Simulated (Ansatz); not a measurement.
Start from Pd in the fcc (Cu type) structure (space group Fm-3m, No. 225; relaxed with 0.1 eV smearing).

```cif
data_Pd
_chemical_formula_sum 'Pd1'
_space_group_name_H-M_alt 'P 1'
_space_group_IT_number 1
_cell_length_a 2.74195
_cell_length_b 2.74195
_cell_length_c 2.74195
_cell_angle_alpha 60.000
_cell_angle_beta 60.000
_cell_angle_gamma 60.000
loop_
_space_group_symop_operation_xyz
  'x, y, z'
loop_
_atom_site_label
_atom_site_type_symbol
_atom_site_fract_x
_atom_site_fract_y
_atom_site_fract_z
_atom_site_occupancy
Pd1 Pd 0.00000 0.00000 0.00000 1
```

Calculations: PBEsol (Ansatz, a quantum-chemistry and plane-wave program, PAW, scalar-relativistic without spin-orbit coupling).

Base values:

- Pressure: 0.0 GPa

Modification: an isotropic linear strain of −1.50 %, atoms relaxed at fixed cell.

Q: Predict the new pressure.

A: The pressure goes from zero to 10.4 GPa.

Q: Predict the new energy relative to the base.

A: The energy goes up by 20 meV/atom.

No phonon test of stability was made. All final runs are without spin polarisation.
